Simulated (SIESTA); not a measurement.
What a tighter setting buys: kgrid.MonkhorstPack, RbTlI3 (Fm-3m, 10 atoms in the cell)

Cell: a = 8.8962 Å, b = 8.8962 Å, c = 8.8962 Å, α = 60.00°, β = 60.00°, γ = 60.00°.

Method: LDA PW92, numerical atomic orbitals DZP, PseudoDojo LDA standard norm-conserving potentials (rewritten from UPF to PSML) run with SIESTA 5.4.2.

Base settings: XC.functional = LDA; XC.authors = PW92; potentials = PseudoDojo LDA standard; PAO.BasisSize = DZP; PAO.EnergyShift = 0.01 Ry; MeshCutoff = 350 Ry; kgrid.MonkhorstPack = 2 2 2; OccupationFunction = FD; ElectronicTemperature = 1160.45 K; MaxSCFIterations = 150.

Misses are taken against the tightest run, 11 11 11, which need not be fully converged itself. The energy is the free energy per atom.

Core times come from one kind of shared machine and are given to one figure; runs under 30 s give none.

The starting cell comes from a database of computed structures (which also holds hypothetical and non-ambient phases and stackings), without a prior relaxation at this level. Values carry the incompleteness of an atom-centred basis. The run gives no clean gap (levels at the Fermi energy touch, overlap or are partly filled at this smearing), which alone does not show that the compound is a metal. Without a gap this mesh is coarse (it stands for a supercell whose shortest vector is 18 Å).

```
kgrid.MonkhorstPack  energy less reference (meV/atom)  pressure less reference (GPa)  largest difference in the force on any atom (eV/Å)  core time / reference (rough)
-------------------  --------------------------------  -----------------------------  --------------------------------------------------  -----------------------------
1 1 1                                          137.21                           1.99                                               0.238                            0.4
2 2 2                                            4.74                           0.06                                               0.177                            0.4
3 3 3                                            3.27                           0.02                                               0.058                            0.4
4 4 4                                           -1.20                          -0.02                                               0.004                            0.6
5 5 5                                            0.10                           0.00                                               0.003                            0.5
6 6 6                                            0.15                           0.00                                               0.006                            0.6
7 7 7                                           -0.06                           0.00                                               0.001                            0.6
9 9 9                                            0.01                           0.00                                               0.001                            0.8
11 11 11                                         0.00                           0.00                                               0.000                              1
```

Coarsest setting among those run that, with all tighter ones, holds the energy within 20 meV/atom of the reference: 2 2 2, off by 4.7 meV/atom; it needs about 0.4 of the reference's time.

Coarsest setting among those run that, with all tighter ones, holds the energy within 0.5 meV/atom of the reference: 5 5 5, off by 0.10 meV/atom; its saving against the reference is no more than about a factor of 2 in time.
